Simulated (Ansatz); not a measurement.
CsCl-type CoAl was calculated with PBEsol (Ansatz, an electronic-structure program, plane waves, PAW).

Run with plane-wave cutoff 520 eV, 16×16×16 k mesh, Fermi–Dirac smearing 0.1 eV, perturbation theory, force constants from a 4×4×4 q mesh, no spin polarisation, scalar-relativistic PAW data made under PBE.

Computed at the level's own relaxed cell.

```cif
data_AlCo
_chemical_formula_sum 'Al1 Co1'
_space_group_name_H-M_alt 'P 1'
_space_group_IT_number 1
_cell_length_a 2.82274
_cell_length_b 2.82274
_cell_length_c 2.82274
_cell_angle_alpha 90.000
_cell_angle_beta 90.000
_cell_angle_gamma 90.000
loop_
_space_group_symop_operation_xyz
  'x, y, z'
loop_
_atom_site_label
_atom_site_type_symbol
_atom_site_fract_x
_atom_site_fract_y
_atom_site_fract_z
_atom_site_occupancy
Al1 Al 0.50000 0.50000 0.50000 1
Co1 Co 0.00000 0.00000 0.00000 1
```

Harmonic phonon frequencies (cm⁻¹; i marks an imaginary mode):

```
q point              frequencies
-------  -----------------------
Γ                     (withheld)
R        249 249 249 372 372 372
```

Complete the blanks.


- Γ, frequencies: 0 0 0 340 340 340

No imaginary mode appears at these points.
